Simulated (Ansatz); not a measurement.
The reference is CsPbBr3 in the cubic perovskite structure (space group Pm-3m, No. 221; a = 5.8721 Å). Axes: x, y, z lie along the cube axes.

Level of theory: Ansatz (a first-principles code), PBEsol, PAW, cutoff 420 eV, without spin-orbit coupling.

Before the change:

The band gap is 1.43 eV. The shortest interatomic distance is 2.936 Å.

One thing is altered: uniaxial strain ε_zz = −0.60 %, all other strain components held at zero, atoms relaxed at fixed cell.

Problem. How does this affect the band gap?

Solution. The band gap drops by 0.04 eV to 1.39 eV.

Problem. Estimate the effect on the shortest interatomic distance.

Solution. The shortest interatomic distance decreases by 0.018 Å to 2.918 Å.

With Pb present, leaving out spin-orbit coupling can change the band edges. No phonon test of stability was made. Many cubic perovskites are stable only at high temperature; tilts and polar distortions were not tested. This is not the structure that CsPbBr3 has at room temperature and ambient pressure.
